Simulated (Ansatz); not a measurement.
**Effect of pressure −2 GPa on As**

The parent structure is As in the A7 type structure (space group R-3m, No. 166; a = 3.784 Å, c = 10.107 Å (hexagonal axes); layered).

One thing is altered: hydrostatic tension (pressure −2 GPa).

The values are results of Ansatz (a quantum-chemistry and plane-wave program) PBE-D3(BJ), spin-orbit coupling left out, earlier PAW set, not measurements. Settings: 11×11×11 k-points, 0.05 eV Fermi–Dirac smearing.

Volume per atom: 21.86 Å³ (base 20.89 Å³)
Density: 5.69 g/cm³ (base 5.96 g/cm³)
Lattice parameter a: 3.807 Å (base 3.784 Å)
c/a ratio: 2.745 (base 2.671)
Shortest interatomic distance: 2.546 Å (base 2.535 Å)
Enthalpy H = E + PV relative to the base's energy: -0.27 eV/atom
Band gap: zero (base zero)

Final structure:

```xyz
2
Lattice="1.9036 1.0990 3.4832 -1.9036 1.0990 3.4832 0.0000 -2.1981 3.4832" Properties=species:S:1:pos:R:3 pbc="T T T"
As     0.0000     0.0000     2.3843
As     0.0000     0.0000     8.0653
```

The mesh was chosen for an insulator and is coarse for the gapless case. Load acts through the strain it causes; cell and atoms are relaxed under it. Stability against distortions was not tested.
